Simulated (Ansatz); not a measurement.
## BaTiO3: carrier doping

The parent structure is BaTiO3 in the cubic perovskite structure (space group Pm-3m, No. 221; a = 4.019 Å).

Carriers are added at fixed cell with a uniform background; the Fermi–Dirac width is that of 300 K.

Method: PBE in Ansatz (plane waves to 420 eV, PAW, no spin-orbit coupling), earlier PAW set.

Notes on the quantities. Fermi level from band edge: Fermi level relative to the doped band's edge (positive inside the band; to 0.05 eV).

```csv
case,gap between the host's bands,Fermi level from band edge,gap character
undoped,1.79 eV,–,"indirect, R → Γ"
electrons 2.0×10^21 cm⁻³,1.95 eV,+0.20 eV,"indirect, R → Γ"
electrons 7.0×10^21 cm⁻³,2.35 eV,+0.50 eV,"indirect, R → Γ"
electrons 1.0×10^22 cm⁻³,2.59 eV,+0.60 eV,"indirect, R → Γ"
electrons 2.0×10^22 cm⁻³,3.26 eV,+1.05 eV,direct at Γ
holes 2.0×10^21 cm⁻³,1.84 eV,+0.05 eV,"indirect, R → Γ"
holes 7.0×10^21 cm⁻³,1.97 eV,+0.20 eV,"indirect, R → Γ"
holes 1.0×10^22 cm⁻³,2.04 eV,+0.25 eV,"indirect, R → Γ"
holes 2.0×10^22 cm⁻³,___,___,"indirect, R → Γ"
```

Problem. Some entries are withheld; estimate them.

Solution. 
- holes 2.0×10^22 cm⁻³, gap between the host's bands: 2.28 eV
- holes 2.0×10^22 cm⁻³, Fermi level from band edge: +0.35 eV

Charged cell with a jellium background: band edges are those of the host's band count, energies are not comparable with the neutral cell, and many-body gap narrowing is missing. Whether these cells are dynamically stable was not tested. All final runs are without spin polarisation. Many cubic perovskites are stable only at high temperature; tilts and polar distortions were not tested. This is not the structure that BaTiO3 has at room temperature and ambient pressure.

Ansatz is an electronic-structure program.
